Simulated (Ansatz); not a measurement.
The starting structures come from a database of crystals and need not be the phases stable at ambient conditions.

Given:

```yaml
crystal:
  lattice:
    - [6.84028, 0.00000, 0.00000]
    - [2.58074, 8.32260, 0.00000]
    - [-2.12977, 4.16130, 2.69891]
  atoms:
    - { symbol: K, position: [0.28368, 0.64184, 0.00000] }
    - { symbol: K, position: [0.71632, 0.35816, 0.00000] }
    - { symbol: Sb, position: [0.32779, 0.16390, 0.00000] }
    - { symbol: Sb, position: [0.67221, 0.83610, 0.00000] }
    - { symbol: O, position: [0.47981, 0.83314, 0.60963] }
    - { symbol: O, position: [0.52019, 0.16686, 0.39037] }
    - { symbol: O, position: [0.87018, 0.44277, 0.59427] }
    - { symbol: O, position: [0.12982, 0.55723, 0.40573] }
    - { symbol: O, position: [0.27591, 0.03704, 0.79610] }
    - { symbol: O, position: [0.72409, 0.96296, 0.20390] }
```

The cell is taken as given.

Transport runs along the normal of the first two printed cell vectors, the (110) plane of the conventional cell.

The gap is the functional's own. No spin-orbit coupling. Mid-gap values are those at the computed energy nearest the middle.

Question: Estimate the band gap and the smallest decay constant κ at mid-gap that r2SCAN (Ansatz, an electronic-structure program) returns for this system.

Answer: Gap 3.60 eV on a 12×12×12 mesh; κ = 0.319 1/Å, at the zone centre.
